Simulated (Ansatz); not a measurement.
Take SnO₂ in the rutile structure (space group P4_2/mnm, No. 136; a = 4.828 Å, c = 3.238 Å) as the base. Axes: x, y, z lie along a, b, c of the conventional cell.

(Cell as relaxed with PBE.)

Levels (all Ansatz, an electronic-structure program, PAW, earlier PAW set): PBE (420 eV, without spin-orbit coupling); PBEsol (420 eV, scalar-relativistic without spin-orbit coupling).

Each level relaxes its own structure.

```json
[
 {"base": "volume per atom", "PBE": "12.58 Å³", "PBEsol": "12.17 Å³"},
 {"base": "lattice parameter a", "PBE": "4.828 Å", "PBEsol": "4.769 Å"},
 {"base": "band gap", "PBE": "0.68 eV", "PBEsol": "0.92 eV"}
]
```

Now apply this change: uniaxial strain ε_zz = +3.48 %, all other strain components held at zero, atoms relaxed at fixed cell.

```csv
quantity,PBE,PBEsol
"stress (xx, yy, zz, yz, xz, xy; compression positive)","(-4.04, -4.04, -11.52, 0.00, 0.00, 0.00) GPa",?
"valence-band top at Γ (three highest levels, from the VBM)","0.00, -0.66, -0.66 eV",?
shift of the gap caused by the change,-0.47 eV,?
```

Question: Given the PBE results, estimate those of PBEsol.

Answer: 
- stress (xx, yy, zz, yz, xz, xy; compression positive), PBEsol: (-4.53, -4.53, -12.46, 0.00, 0.00, 0.00) GPa
- valence-band top at Γ (three highest levels, from the VBM), PBEsol: 0.00, -0.70, -0.70 eV
- shift of the gap caused by the change, PBEsol: -0.47 eV

The two agree on the shift of the gap caused by the change. Neither level is exact; PBEsol is the comparison here, not a measurement.

Stability against distortions was not tested. A zero or small gap of SnO2 under uniaxial strain ε_zz = +3.48 % can be the functional's error rather than a property of the material.
